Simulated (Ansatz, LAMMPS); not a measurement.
## Si well of 12 atomic layers along [001] in random Si0.5Ge0.5, interfaces graded over 4 layers

Cell 16.85 × 16.85 × 49.80 Å, Si428Ge220, 648 atoms. Prepared with Tersoff's 1989 multicomponent potential (SiCGe.tersoff) (LAMMPS): minimisation. 

Level of theory: PBE, support functions at accuracy medium on the grid of 370 eV (norm-conserving potentials; Ansatz, a program for electronic structure).

Basis: localised support functions (accuracy medium) on a full density matrix. k-points: zone centre alone; occupations: Fermi-Dirac, 0.010 eV; spin polarisation not allowed. No spin-orbit coupling.

```json
{
  "Kohn-Sham gap of the cell on its k-mesh": "0.23 eV",
  "weight_of_the_highest_filled_level_on_the_well": "0.26",
  "weight_of_the_lowest_empty_level_on_the_well": "0.94",
  "coordination (neighbours within 2.872 Å)": "100.0 % 4-fold",
  "Ge-Ge bonds, mean ± spread": "2.477 ± 0.008 Å",
  "Ge-Si bonds, mean ± spread": "2.433 ± 0.009 Å",
  "Si-Si bonds, mean ± spread": "2.392 ± 0.008 Å",
  "bond angles, mean ± spread": "109.5° ± 1.4°",
  "pressure": "-1.20 GPa",
  "cost_of_the_final_run": "around 60 core-minutes (rough), 16 SCF iterations, 13 GiB"
}
```
